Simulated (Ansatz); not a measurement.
Consider CaO in the rock salt structure (space group Fm-3m, No. 225).

```xyz
2
Lattice="0.0000 2.3974 2.3974 2.3974 0.0000 2.3974 2.3974 2.3974 0.0000" Properties=species:S:1:pos:R:3 pbc="T T T"
O      0.0000     0.0000     0.0000
Ca     2.3974     2.3974     2.3974
```

Cartesian axes are those of the cell as printed.

The values are results of r2SCAN in Ansatz (plane waves to 500 eV, PAW, no spin-orbit coupling), not measurements.

For the base:

The valence-band top at Γ comes out as 0.00, 0.00, 0.00 eV and the band gap is 4.20 eV.

The change: a free-standing slab of 4 layers (8 atoms, 2 a layer) is cut normal to the z axis, with 15 Å of vacuum and the in-plane cell held at bulk.

### Question
What happens to the valence-band top at Γ?

### Answer
The valence-band top at Γ (three highest levels, from the VBM) goes from 0.00, 0.00, 0.00 eV to 0.00, 0.00, -0.05 eV.

### Question
Predict the new excess energy per area of both faces.

### Answer
The excess energy per area of both faces (slab less bulk energy over the cell's area: twice a surface energy) comes out as 1.58 J/m².

### Question
What does the calculation give for the band gap after the change?

### Answer
The band gap decreases by 0.79 eV (4.20 eV → 3.41 eV).

### Question
What does the calculation give for the gap character after the change?

### Answer
The gap character amounts to direct at Γ.

### Question
What happens to the change of the spacing d23 from its bulk value of 2.397 Å?

### Answer
The change of the spacing d23 from its bulk value of 2.397 Å comes out as +0.6 %.

The excess energy carries the mismatch between the slab's and the bulk's meshes. Stability against distortions was not tested. Labels are those of the standard path for the cell's own space group.

Ansatz is a first-principles code.
